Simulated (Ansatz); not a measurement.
**BP under a change: biaxial strain +2.50 %, plane normal [001], relaxed out of plane**

Take BP in the zinc blende structure (space group F-43m, No. 216; a = 4.537 Å) as the base. Axes: x, y, z lie along the cube axes.

It is then changed as follows: tensile biaxial strain of 2.50 % in the plane normal to [001], as in epitaxy on a mismatched substrate; the out-of-plane cell vector and the atoms relax.

The values are results of r2SCAN in Ansatz (plane waves to 500 eV, PAW, spin-orbit coupling left out), not measurements. Settings: 12×12×12 k-points, 0.05 eV Fermi–Dirac smearing.

```tsv
quantity	base	changed	shift
volume per atom	11.67 Å³	12.14 Å³	+0.47 Å³
space group	F-43m (No. 216)	I-4m2 (No. 119)	–
shortest interatomic distance	1.964 Å	1.991 Å	+0.0263 Å
energy relative to the base (free energy F)	0 meV/atom	+18 meV/atom	+18 meV/atom
pressure (mean of the normal stresses, compression positive)	0.00 GPa	-6.17 GPa	-6.17 GPa
band gap	1.41 eV	0.93 eV	-0.48 eV
gap character	–	indirect, Γ → k = (0, 0, 0.417) in the run's primitive reciprocal basis	–
smallest direct gap	3.60 eV	3.18 eV	-0.42 eV
electron mass	1.3 mₑ along k, 0.22 mₑ across (off the special points)	1.1 mₑ along k, 0.22 mₑ across (off the special points)	–
hole mass	–	0.31 mₑ out of plane, 0.22 mₑ in plane (at Γ)	–
valence-band top at Γ (three highest levels, from the VBM)	0.00, 0.00, 0.00 eV	0.00, -0.34, -0.34 eV	–
out-of-plane strain	–	-1.02 %	–
ratio −ε⊥/ε∥	–	0.41	–
mean in-plane stress (compression positive)	–	-9.3 GPa	–
```

Cost of the whole job for the changed cell (relaxation, final SCF and bands): roughly 17 core-seconds.

Effective masses come from finite differences of ±0.01 Å⁻¹. Along k means along the line from Γ to the band edge. Stability against distortions was not tested. k-point labels follow each cell's own Brillouin zone.

Ansatz is a program for electronic structure.
